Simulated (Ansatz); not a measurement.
Here is the system:

```xyz
2
Lattice="0.0000 0.0000 -3.7695 -2.0109 2.8438 -1.8847 2.0109 2.8438 -1.8847" Properties=species:S:1:pos:R:3 pbc="T T T"
Ga     0.0000     0.0194    -3.7695
P      0.0000     4.2462    -5.6542
```

No spin polarisation.

The values are results of PBEsol (Ansatz, a first-principles code, PAW, no spin-orbit coupling), not measurements. Γ-centred 11×11×11 mesh, Fermi–Dirac width 0.05 eV.

Predict the pressure and valence-band top at Γ.

Pressure (mean of the normal stresses, compression positive): -4.96 GPa
Valence-band top at Γ (three highest levels, from the VBM): 0.00, -0.44, -0.46 eV

A biaxial case was relaxed in a doubled cell and then solved in the primitive one. The levels and masses belong to the bands next to the band gap. The cells carry an imposed strain or load. Whether these cells are dynamically stable was not tested. The cell was made from GaP in the zinc blende structure (space group F-43m, No. 216) by this change: biaxial strain +4.58 %, plane normal [110], relaxed out of plane.
